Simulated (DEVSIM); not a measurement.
Device: abrupt Ge p-n junction, at 300 K.

| layer (left to right) | material | thickness (μm) | Nd (cm⁻³) | Na (cm⁻³) | τn (s) | τp (s) |
|---|---|---|---|---|---|---|
| 1 | Ge | 3.10 | - | 1.9e17 | 1.5e-6 | 1.5e-6 |
| 2 | Ge | 0.490 | 2.2e14 | - | 1.5e-6 | 1.5e-6 |

Left contact: ohmic. Right contact: ohmic. Voltage is applied to the left contact. Recombination: SRH at mid-gap, radiative, Auger. Mobility is μmin + (μ − μmin)/(1 + (N/Nref)^α).

This is a model device: material constants are rounded textbook-type values typed into the input, and sizes, dopings and lifetimes were drawn at random. Values at 300 K.

| parameter | Ge |
|---|---|
| gap (eV) | 0.664 |
| affinity (eV) | 4 |
| permittivity | 16 |
| Nc (cm⁻³) | 1.04e19 |
| Nv (cm⁻³) | 6e18 |
| μn (cm²/Vs) | 3900 |
| μp (cm²/Vs) | 1900 |
| μn,min | 150 |
| μp,min | 100 |
| Nref,n | 2.6e17 |
| Nref,p | 4e17 |
| αn | 0.56 |
| αp | 0.6 |
| B (cm³/s) | 6.4e-14 |
| Cn (cm⁶/s) | 1e-31 |
| Cp (cm⁶/s) | 1e-31 |

DEVSIM, 1D drift-diffusion, Boltzmann statistics, complete ionisation; no tunnelling, impact ionisation, image-force lowering or self-heating.

Base results: dark forward voltage at 100 A/cm² (V) 0.129; potential step across the device at zero bias (V) 0.297; largest field in the device at zero bias (V/cm) 21000.

What follows from this one change: thickness of layer 2 0.49 → 1.5 μm?

dark forward voltage at 100 A/cm² 0.129 → 0.206 V; potential step across the device at zero bias little changed (0.297 V); largest field in the device at zero bias little changed (20000 V/cm).

What follows from this one change: doping Na of layer 1 1.9e+17 → 5.7e+16 cm^-3?

dark forward voltage at 100 A/cm² 0.129 → 0.133 V; potential step across the device at zero bias 0.297 → 0.266 V; largest field in the device at zero bias 21000 → 12000 V/cm.
